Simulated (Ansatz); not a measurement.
The cell is built on a prototype and need not be the phase stable at ambient conditions.

By r2SCAN, the system below comes out a metal.

Data:

```yaml
crystal:
  lattice:
    - [3.57420, 0.00000, 0.00000]
    - [-1.78710, 3.09535, 0.00000]
    - [0.00000, 0.00000, 6.02252]
  atoms:
    - { symbol: Ga, position: [0.00000, 0.00000, 0.00000] }
    - { symbol: Ga, position: [0.00000, 0.00000, 0.50000] }
    - { symbol: P, position: [0.33333, 0.66667, 0.25000] }
    - { symbol: P, position: [0.66667, 0.33333, 0.75000] }
```

Space group of this cell: P6_3/mmc, NiAs type. The cell was relaxed by PBE-D3(BJ); by r2SCAN its mean pressure is 1.5 GPa.

The current flows along the normal of the first two printed cell vectors. No spin-orbit coupling; the value is a mean over 0.1 eV about the Fermi level.

**Question.** Compute, with r2SCAN run with Ansatz (a first-principles code), the ballistic conductance per area.

**Answer.** 0.63 × 10¹⁵ S/m² for both spins.
